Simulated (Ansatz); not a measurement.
Results of LDA (PAW; Ansatz, an electronic-structure program) for BGeCN (model structure, started from the AlSiCN type, P3m1, No. 156, 4 atoms in the cell).

The run printed, among other lines:

```
Crystal: 4 atoms, lattice volume = 35.262 Å³
Basis set: ecut = 520 eV, 977 PW (Γ), exchange–correlation on 48×48×72 points (8 copies of the dense FFT grid, shifted against one another)
Bands: 17, of which v1, the nominal top of the filled ones, is band 13 counted from 1 (12 counted from 0)
Symmetry: 6 space group operations
Space group: P3m1 (ITA 156), of the structure as read, at distance tolerance 3.3e-5 Å
k-points: 131 of 1152 (time reversal used)
Functional: x = slater, c = lda
SCF iter   1: F=—  HF=-4982.137193 eV  |F-HF|=—  |Δ(HF+E_count)|=         —  Δρ=1.15e-2  dr2=6.04e-2
SCF iter   2: F=—  HF=-4982.119601 eV  |F-HF|=—  |Δ(HF+E_count)|=   1.76e-2  Δρ=3.99e-3  dr2=6.67e-3
  ...
SCF iter   7: F=—  HF=-4982.116988 eV  |F-HF|=—  |Δ(HF+E_count)|=   1.32e-8  Δρ=3.79e-6  dr2=1.61e-9
SCF iter   8: F=-4982.116988 eV  HF=-4982.116988 eV  |F-HF|=2.73e-12  |Δ(HF+E_count)|=  1.41e-10  Δρ=6.17e-7  dr2=5.09e-11
SCF 1 converged in 8 iterations: F = -4982.116988 eV  dr2 = 5.09e-11
SCF converged after 8 iterations
Free energy (F): -4982.116988 eV
Internal energy: -4982.116988 eV  (E = F + TS)
E sigma→0 (E₀):  -4982.116988 eV
Fermi energy:    12.990957 eV
--- Forces (eV/Å), atoms counted from 1 ---
  atom   1  B      0.00000000    -0.00000000     0.00030610
  atom   2  Ge    -0.00000000     0.00000000    -0.00002726
  atom   3  C      0.00000000    -0.00000000    -0.00019289
  atom   4  N     -0.00000000     0.00000000    -0.00009152
--- Stress (GPa, compression-positive) ---
        0.002176       0.000000      -0.000000
        0.000000       0.002176      -0.000000
       -0.000000      -0.000000       0.006666
  P = ⅓ Tr σ = 0.0037 GPa (0.037 kbar)
```

Task: Write an input file that could have produced this run (the log leaves some choices open).

Result: This is not unique; one that fits is 
Ansatz 0.2 input:
```yaml
crystal:
  lattice:
    - [2.9268147242, 0.0000002703, 0.0]
    - [-1.4634075962, 2.5346957682, 0.0]
    - [0.0, 0.0, 4.7531494651]
  atoms:
    - { symbol: B, position: [0.3333333333, 0.6666666667, 0.4890779394] }
    - { symbol: Ge, position: [0.6666666667, 0.3333333333, 1.0025641493] }
    - { symbol: C, position: [0.3333333333, 0.6666666667, 0.1565629499] }
    - { symbol: N, position: [0.6666666667, 0.3333333333, 0.6017849615] }
basis:
  ecutwfc: 520
  ecutrho_ratio: 4
  xc_grid: 2
kpoints:
  mp_grid: { grid: [12, 12, 8] }
  band_path:
    path:
      - [0.0, 0.0, 0.0]
      - [0.041667, 0.0, 0.0]
      - [0.083333, 0.0, 0.0]
      - [0.125, 0.0, 0.0]
      - [0.166667, 0.0, 0.0]
      - [0.208333, 0.0, 0.0]
      - [0.25, 0.0, 0.0]
      - [0.291667, 0.0, 0.0]
      - [0.333333, 0.0, 0.0]
      - [0.375, 0.0, 0.0]
      - [0.416667, 0.0, 0.0]
      - [0.458333, 0.0, 0.0]
      - [0.5, 0.0, 0.0]
      - [0.472222, 0.055556, 0.0]
      - [0.444444, 0.111111, 0.0]
      - [0.416667, 0.166667, 0.0]
      - [0.388889, 0.222222, 0.0]
      - [0.361111, 0.277778, 0.0]
      - [0.333333, 0.333333, 0.0]
      - [0.309524, 0.309524, 0.0]
      - [0.285714, 0.285714, 0.0]
      - [0.261905, 0.261905, 0.0]
      - [0.238095, 0.238095, 0.0]
      - [0.214286, 0.214286, 0.0]
      - [0.190476, 0.190476, 0.0]
      - [0.166667, 0.166667, 0.0]
      - [0.142857, 0.142857, 0.0]
      - [0.119048, 0.119048, 0.0]
      - [0.095238, 0.095238, 0.0]
      - [0.071429, 0.071429, 0.0]
      - [0.047619, 0.047619, 0.0]
      - [0.02381, 0.02381, 0.0]
      - [0.0, 0.0, 0.083333]
      - [0.0, 0.0, 0.166667]
      - [0.0, 0.0, 0.25]
      - [0.0, 0.0, 0.333333]
      - [0.0, 0.0, 0.416667]
      - [0.0, 0.0, 0.5]
      - [0.041667, 0.0, 0.5]
      - [0.083333, 0.0, 0.5]
      - [0.125, 0.0, 0.5]
      - [0.166667, 0.0, 0.5]
      - [0.208333, 0.0, 0.5]
      - [0.25, 0.0, 0.5]
      - [0.291667, 0.0, 0.5]
      - [0.333333, 0.0, 0.5]
      - [0.375, 0.0, 0.5]
      - [0.416667, 0.0, 0.5]
      - [0.458333, 0.0, 0.5]
      - [0.5, 0.0, 0.5]
      - [0.472222, 0.055556, 0.5]
      - [0.444444, 0.111111, 0.5]
      - [0.416667, 0.166667, 0.5]
      - [0.388889, 0.222222, 0.5]
      - [0.361111, 0.277778, 0.5]
      - [0.333333, 0.333333, 0.5]
      - [0.309524, 0.309524, 0.5]
      - [0.285714, 0.285714, 0.5]
      - [0.261905, 0.261905, 0.5]
      - [0.238095, 0.238095, 0.5]
      - [0.214286, 0.214286, 0.5]
      - [0.190476, 0.190476, 0.5]
      - [0.166667, 0.166667, 0.5]
      - [0.142857, 0.142857, 0.5]
      - [0.119048, 0.119048, 0.5]
      - [0.095238, 0.095238, 0.5]
      - [0.071429, 0.071429, 0.5]
      - [0.047619, 0.047619, 0.5]
      - [0.02381, 0.02381, 0.5]
      - [0.5, 0.0, 0.416667]
      - [0.5, 0.0, 0.333333]
      - [0.5, 0.0, 0.25]
      - [0.5, 0.0, 0.166667]
      - [0.5, 0.0, 0.083333]
      - [0.333333, 0.333333, 0.416667]
      - [0.333333, 0.333333, 0.333333]
      - [0.333333, 0.333333, 0.25]
      - [0.333333, 0.333333, 0.166667]
      - [0.333333, 0.333333, 0.083333]
    npoints: 1
hamiltonian:
  xc: lda
  dispersion: none
  pseudopotentials: { kind: paw }
scf:
  occupations: { method: fermi_dirac, width: 0.01 }
  convergence: { dr2_threshold: 0.0000000004 }
output:
  forces: true
  stress: true
  eigenvalues: true
  write_bands: true
```

The PAW data were made under PBE.

Note: the relaxation could raise the start's symmetry but not lower it, so the cell can be a saddle point.

A model structure was made by putting elements into a prototype or built by hand; it is no filed structure, need not be a known phase, and can be a saddle point held by its symmetry.
